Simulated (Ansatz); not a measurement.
## Effect of pressure 15 GPa on SnTe

Base system: SnTe in the rock salt structure (space group Fm-3m, No. 225; a = 6.4093 Å).

Now apply this change: a hydrostatic pressure of 15 GPa.

Computed with PBE (Ansatz, a quantum-chemistry and plane-wave program), scalar-relativistic without spin-orbit coupling. Γ-centred 13×13×13 mesh, Fermi–Dirac width 0.05 eV.

The volume per atom shrinks by 6.63 Å³, from 32.91 Å³ to 26.28 Å³ and the density increases by 1.57 g/cm³, from 6.21 g/cm³ to 7.78 g/cm³. The lattice parameter a falls by 0.463 Å to 5.946 Å and the band gap becomes zero (base: 0.05 eV).

Final structure:

```xyz
2
Lattice="0.0000 2.9731 2.9731 2.9731 0.0000 2.9731 2.9731 2.9731 0.0000" Properties=species:S:1:pos:R:3 pbc="T T T"
Sn     0.0000     0.0000     0.0000
Te     2.9731     2.9731     2.9731
```

With Te present, leaving out spin-orbit coupling can change the band edges. Load acts through the strain it causes; cell and atoms are relaxed under it. Whether these cells are dynamically stable was not tested. Competing high-pressure phases were not computed. The final runs are not spin-polarised. A zero or small gap of SnTe can be the functional's error rather than a property of the material.
